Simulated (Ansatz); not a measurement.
Output of an Ansatz run (abridged):

```
WARN ansatz: RAYON_NUM_THREADS=1 ignored (pool sized by the plan → 1); use --threads N
Pseudopotentials: kind: paw
Pseudopotential: Cu, paw, valence charge 19
Pseudopotential: Ag, paw, valence charge 19
Pseudopotential: O, paw, valence charge 6
Crystal: 4 atoms, lattice volume = 51.990 Å³
Basis set: ecut = 420 eV, 991 PW (Γ)
Bands: 30, of which v1, the nominal top of the filled ones, is band 25 counted from 1 (24 counted from 0)
Symmetry: 4 space group operations
Space group: C2/m (ITA 12), of the structure as read, at distance tolerance 3.7e-5 Å
k-points: 168 of 605
PAW frozen core: Cu, regenerated for the run's functional, and the local potential with it
PAW frozen core: Ag, regenerated for the run's functional, and the local potential with it
PAW frozen core: O, regenerated for the run's functional, and the local potential with it
Initial density: superposition of atomic densities (neutral atoms: chi_scale 0, normalization atom), corrected by the library's trained network
Initial wavefunctions: pseudopotential atomic-orbital guess
Eigensolver: davidson
Functional: x = slater, c = lda
SCF iter   1: F=—  HF=-15120.543538 eV  |F-HF|=—  |Δ(HF+E_count)|=         —  Δρ=2.12e-2  dr2=1.88e-1  ethr=1.77e-3  ⟨swp⟩=5.4  Hψ=19043  notcnv=0
all-band conjugate gradients solve this SCF's bands
preconditioner: auto → LDOS
SCF iter   2: F=—  HF=-15120.580659 eV  |F-HF|=—  |Δ(HF+E_count)|=   3.71e-2  Δρ=2.93e-2  dr2=2.79e-1  ethr=3.75e-4  ⟨swp⟩=2.0  Hψ=10994  notcnv=0  defer=98
SCF iter   3: F=—  HF=-15120.491643 eV  |F-HF|=—  |Δ(HF+E_count)|=   8.90e-2  Δρ=5.61e-3  dr2=1.05e-2  ethr=3.75e-4  ⟨swp⟩=2.0  Hψ=8235  notcnv=0  defer=98
SCF iter   4: F=—  HF=-15120.488260 eV  |F-HF|=—  |Δ(HF+E_count)|=   3.38e-3  Δρ=1.16e-3  dr2=6.38e-4  ethr=2.10e-5  ⟨swp⟩=2.1  Hψ=8493  notcnv=0  defer=98
SCF iter   5: F=—  HF=-15120.488125 eV  |F-HF|=—  |Δ(HF+E_count)|=   1.35e-4  Δρ=4.78e-4  dr2=1.20e-4  ethr=1.28e-6  ⟨swp⟩=2.6  Hψ=8087  notcnv=0  defer=98
SCF iter   6: F=—  HF=-15120.488106 eV  |F-HF|=—  |Δ(HF+E_count)|=   1.90e-5  Δρ=7.12e-5  dr2=1.81e-6  ethr=2.40e-7  ⟨swp⟩=2.4  Hψ=7971  notcnv=0  defer=98
SCF iter   7: F=—  HF=-15120.488115 eV  |F-HF|=—  |Δ(HF+E_count)|=   8.99e-6  Δρ=1.72e-5  dr2=1.30e-7  ethr=3.62e-9  ⟨swp⟩=2.0  Hψ=7945  notcnv=0  defer=98
SCF iter   8: F=—  HF=-15120.488115 eV  |F-HF|=—  |Δ(HF+E_count)|=   1.40e-8  Δρ=1.84e-5  dr2=1.26e-7  ethr=2.00e-10  ⟨swp⟩=6.5  Hψ=19585  notcnv=0
SCF iter   9: F=-15120.488115 eV  HF=-15120.488115 eV  |F-HF|=1.90e-8  |Δ(HF+E_count)|=   1.35e-8  Δρ=6.65e-6  dr2=1.73e-8  ethr=2.00e-10  ⟨swp⟩=2.2  Hψ=14854  notcnv=0
SCF 1 converged in 9 iterations: F = -15120.488115 eV  dr2 = 1.73e-8
SCF converged after 9 iterations
Free energy (F): -15120.488115 eV
Harris-Foulkes:  -15120.488115 eV  (|F-HF|=1.90e-8)
Internal energy: -15120.481233 eV  (E = F + TS)
E sigma→0 (E₀):  -15120.484674 eV
Entropy (-TS):   -0.006882 eV (-1.721 meV/atom)
Fermi energy:    9.696190 eV
--- Per-component energies (eV) ---
  E_band       = -832.648288
  E_kinetic    = 1164.361659
  E_local      = -8283.677088  (includes V_loc(G=0)·N_el)
  E_nonlocal   = 575.370381
  E_hartree    = 3582.238468
  E_xc         = -413.168408
  E_vxc        = -530.570474  (∫ρ·V_xc dr)
  E_paw        = -5648.900283  (= ΣΔE_a)
  E_vpaw       = -922.604906  (= ΣTr[D̂ρ^β])
  E_aug_tail   = 0.005131  (compensation charges beyond the density's cutoff)
  E_ewald      = -6098.079403
  E_core_change = 1.368311  (= ΣΔE_core)
  E_smearing   = -0.006882  (= −TS)
  E_closure    = 0.000000  (closes the sum)
  Σ components = -15120.488115   (vs F -15120.488115, Δ=0.00e0)
--- Forces (eV/Å), atoms counted from 1 ---
  atom   1  Cu     0.00000000     0.00000000     0.00000000
  atom   2  Ag     0.00000000     0.00000000     0.00000000
  atom   3  O      0.48514542     0.00000000     0.22822261
  atom   4  O     -0.48514542    -0.00000000    -0.22822261
  max |Σ_I F_I| component: 5.55e-17 eV/Å
--- Stress (GPa, compression-positive) ---
       -9.538854       0.000000       1.626301
        0.000000     -15.018870       0.000000
        1.626301       0.000000     -15.610900
  P = ⅓ Tr σ = -13.3895 GPa (-133.895 kbar)
  The stress holds the Pulay correction. Without it, at fixed plane waves, as pw.x and ABINIT print it: P = -14.0852 GPa
--- Band table (eV; the first three rows and the last of 168) ---
  k-point 0: bands = ["-102.5507", "-80.7522", "-60.6500", "-60.5886", "-59.7812", "-44.3796", "-44.3002", "-44.1950", "-8.8811", "-7.6575", "2.6663", "4.0505", "4.7861", "5.6336", "6.2134", "6.7099", "6.7501", "7.0320", "7.1373", "7.1840", [...]
  k-point 1: bands = ["-102.5507", "-80.7522", "-60.6500", "-60.5886", "-59.7812", "-44.3796", "-44.3002", "-44.1950", "-8.8322", "-7.7273", "2.9161", "4.0740", "4.8258", "5.6231", "5.9684", "6.2683", "6.7535", "6.7736", "7.0663", "7.2988", [...]
  k-point 2: bands = ["-102.5507", "-80.7522", "-60.6500", "-60.5886", "-59.7812", "-44.3796", "-44.3002", "-44.1950", "-8.7381", "-7.8547", "3.5183", "4.1144", "4.8541", "5.1411", "5.7428", "5.9135", "6.4926", "6.7981", "7.0821", "7.2794", [...]
  k-point 167: bands = ["-102.5506", "-80.7513", "-60.6516", "-60.5884", "-59.7818", "-44.3830", "-44.3096", "-44.1979", "-8.5509", "-7.6506", "3.4136", "3.9841", "4.1032", "5.1683", "5.3327", "6.0755", "6.1649", "7.0804", "7.1658", "7.4053", [...]
```

The structure:

```xyz
4
Lattice="3.2956 -1.4197 0.0000 3.2956 1.4197 0.0000 -2.3809 0.0000 5.5560" Properties=species:S:1:pos:R:3 pbc="T T T"
Cu     2.1051     0.0000     2.7780
Ag     0.0000     0.0000     0.0000
O      5.0946     0.0000     1.5766
O     -0.8843     0.0000     3.9794
```

Write an input that gives this output.

Other spellings and defaults could give the same log, and not every line can be read from it. The input that was run (DFT, LDA (PW92), plane waves, default PAW files made with PBE):

Ansatz 0.2 input:
```yaml
crystal:
  lattice:
    - [3.295577, -1.419716, 0.000000]
    - [3.295577, 1.419716, 0.000000]
    - [-2.380860, 0.000000, 5.555981]
  atoms:
    - { symbol: Cu, position: [0.500000, 0.500000, 0.500000] }
    - { symbol: Ag, position: [0.000000, 0.000000, 0.000000] }
    - { symbol: O, position: [0.875450, 0.875450, 0.283770] }
    - { symbol: O, position: [0.124550, 0.124550, 0.716230] }
basis:
  ecutwfc: 420.0
kpoints:
  mp_grid:
    grid: [11, 11, 5]
hamiltonian:
  xc: lda
  pseudopotentials:
    kind: paw
scf:
  occupations:
    method: gaussian
    width: 0.1
output:
  forces: true
  eigenvalues: true
  stress: true
```

The starting cell comes from a database of computed structures (which also holds hypothetical and non-ambient phases and stackings), without a prior relaxation at this level. Its lattice was rescaled by up to half a per cent. Spin polarisation is off, so a magnetic state, if there is one, cannot be reached. With a pressure of about -13 GPa the cell is away from its equilibrium volume at this level. Ansatz's pressure includes its estimate of the finite-basis (Pulay) stress. Without the estimate this run gives -14.09 GPa. The run gives no clean gap (levels at the Fermi energy touch, overlap or are partly filled at this smearing), which alone does not show that the compound is a metal.

Ansatz is a program for electronic structure.
